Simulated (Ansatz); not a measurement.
## Hypothetical zinc blende BiB: Bi → P

The parent structure is BiB in the zinc blende structure (space group F-43m, No. 216; a = 5.4905 Å; a hypothetical phase, not in the database extracts checked).

Modification: full substitution Bi → P; the structure is relaxed again.

Computed with Kohn–Sham DFT with the r2SCAN functional, run in Ansatz (a quantum-chemistry and plane-wave program) with PAW and 500 eV plane waves, no SOC. Γ-centred 12×12×12 mesh, Fermi–Dirac width 0.05 eV, for the changed cell.

The volume per atom shrinks by 9.02 Å³, from 20.69 Å³ to 11.67 Å³ and the density decreases by 5.85 g/cm³ to 2.97 g/cm³. The lattice parameter a decreases by 0.954 Å to 4.536 Å and the band gap increases by 1.025 eV, from 0.39 eV to 1.41 eV. The gap character becomes indirect, Γ → Γ–X (83 % along) (base: direct at Γ) and the smallest direct gap grows by 3.216 eV to 3.60 eV. The width of the top valence band rises by 1.38 eV (4.36 eV → 5.74 eV) and the electron mass goes from 0.026 mₑ (at Γ) to 1.3 mₑ along k, 0.22 mₑ across (off the special points).

With Bi present, leaving out spin-orbit coupling can change the band edges. Effective masses come from finite differences of ±0.01 Å⁻¹. Along k means along the line from Γ to the band edge. Stability against distortions was not tested.
